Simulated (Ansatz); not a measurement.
Base system: Pt in the fcc (Cu type) structure (space group Fm-3m, No. 225; relaxed with 0.1 eV smearing).

```
CELL_PARAMETERS angstrom
      0.00000     1.97088     1.97088
      1.97088     0.00000     1.97088
      1.97088     1.97088     0.00000
ATOMIC_POSITIONS crystal
  Pt 0.00000 0.00000 0.00000
```

Cartesian axes are those of the cell as printed.

Calculations: r2SCAN (Ansatz, a first-principles code), no SOC.

Modification: a pure shear with ε_xy = ε_yx = 0.0086; the atoms relax in the strained cell.

Q: How does this affect the energy relative to the base and stress?

A: The energy rises by 1.0 meV/atom; the stress (xx, yy, zz, yz, xz, xy; compression positive) amounts to (0.2, 0.2, -0.1, 0.0, 0.0, -1.2) GPa.

No phonon test of stability was made. All final runs are without spin polarisation.
